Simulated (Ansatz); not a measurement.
**MoSi2: response to strain**

Take MoSi2 (space group I4/mmm, No. 139; relaxed with 0.1 eV smearing) as the base.

```
CELL_PARAMETERS angstrom
     -1.58700     1.58700     3.88936
      1.58700    -1.58700     3.88936
      1.58700     1.58700    -3.88936
ATOMIC_POSITIONS crystal
  Si 0.66479 0.66479 0.00000
  Si 0.33521 0.33521 0.00000
  Mo 0.00000 0.00000 0.00000
```

Strains are applied to the cell and any free atomic positions relax.

The values are results of plane-wave PAW DFT at the LDA level (Ansatz, an electronic-structure program, 420 eV), no SOC, not measurements.

Notes on the quantities. energy relative to the base: free energy F; pressure: mean of the normal stresses, compression positive.

```json
[
 {"case": "base", "shortest interatomic distance": "2.564 Å", "energy relative to the base": "0 meV/atom", "pressure": "0.0 GPa"},
 {"case": "isotropic strain −3.00 %", "shortest interatomic distance": "2.506 Å", "energy relative to the base": "+83 meV/atom", "pressure": "25.3 GPa"},
 {"case": "isotropic strain −2.50 %", "shortest interatomic distance": "2.516 Å", "energy relative to the base": "+56 meV/atom", "pressure": "20.3 GPa"},
 {"case": "isotropic strain −2.00 %", "shortest interatomic distance": "2.526 Å", "energy relative to the base": "(withheld)", "pressure": "(withheld)"},
 {"case": "isotropic strain −1.50 %", "shortest interatomic distance": "2.536 Å", "energy relative to the base": "+20 meV/atom", "pressure": "11.3 GPa"},
 {"case": "isotropic strain −0.50 %", "shortest interatomic distance": "2.555 Å", "energy relative to the base": "+2.1 meV/atom", "pressure": "3.5 GPa"},
 {"case": "isotropic strain +0.50 %", "shortest interatomic distance": "2.573 Å", "energy relative to the base": "+2.0 meV/atom", "pressure": "-3.3 GPa"},
 {"case": "isotropic strain +1.00 %", "shortest interatomic distance": "2.581 Å", "energy relative to the base": "+8.0 meV/atom", "pressure": "-6.3 GPa"},
 {"case": "isotropic strain +1.50 %", "shortest interatomic distance": "2.590 Å", "energy relative to the base": "+18 meV/atom", "pressure": "-9.1 GPa"},
 {"case": "isotropic strain +2.50 %", "shortest interatomic distance": "2.606 Å", "energy relative to the base": "+48 meV/atom", "pressure": "-14.1 GPa"}
]
```

Some entries are withheld; estimate them.


- isotropic strain −2.00 %, energy relative to the base: +36 meV/atom
- isotropic strain −2.00 %, pressure: 15.7 GPa

Stability against distortions was not tested. All final runs are without spin polarisation.
